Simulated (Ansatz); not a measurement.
Pressure series in hypothetical R-3m KTlS2

Base system: KTlS2 (space group R-3m, No. 166; a = 3.984 Å, c = 21.707 Å (hexagonal axes); a hypothetical phase, not in the database extracts checked).

Cell and atoms are relaxed at each pressure.

Level of theory: PBEsol, PAW, 420 eV (Ansatz, a program for electronic structure; no SOC).

```json
[
 {"pressure (GPa)": "-2", "volume per atom (Å³/atom)": "26.255"},
 {"pressure (GPa)": "-1", "volume per atom (Å³/atom)": "25.497"},
 {"pressure (GPa)": "0", "volume per atom (Å³/atom)": "24.864"},
 {"pressure (GPa)": "0.9", "volume per atom (Å³/atom)": "24.367"},
 {"pressure (GPa)": "2.1", "volume per atom (Å³/atom)": "23.772"},
 {"pressure (GPa)": "4.5", "volume per atom (Å³/atom)": "22.797"},
 {"pressure (GPa)": "15", "volume per atom (Å³/atom)": "20.102"},
 {"pressure (GPa)": "22.5", "volume per atom (Å³/atom)": "?"},
 {"pressure (GPa)": "30", "volume per atom (Å³/atom)": "17.966"}
]
```

Fit the third-order Birch–Murnaghan form P(V) = (3B₀/2)[(V₀/V)^(7/3) − (V₀/V)^(5/3)]·[1 + (3/4)(B₀′ − 4)((V₀/V)^(2/3) − 1)] (squares taken in P) to the rows shown and predict the withheld row.

Least squares on the printed values gives V₀ = 24.866 Å³/atom, B₀ = 42.3 GPa, B₀′ = 4.8; this predicts 18.887 Å³/atom, and the run gives 18.894 Å³/atom, 0.007 higher.

Load acts through the strain it causes; cell and atoms are relaxed under it. Stability against distortions was not tested. Competing high-pressure phases were not computed.
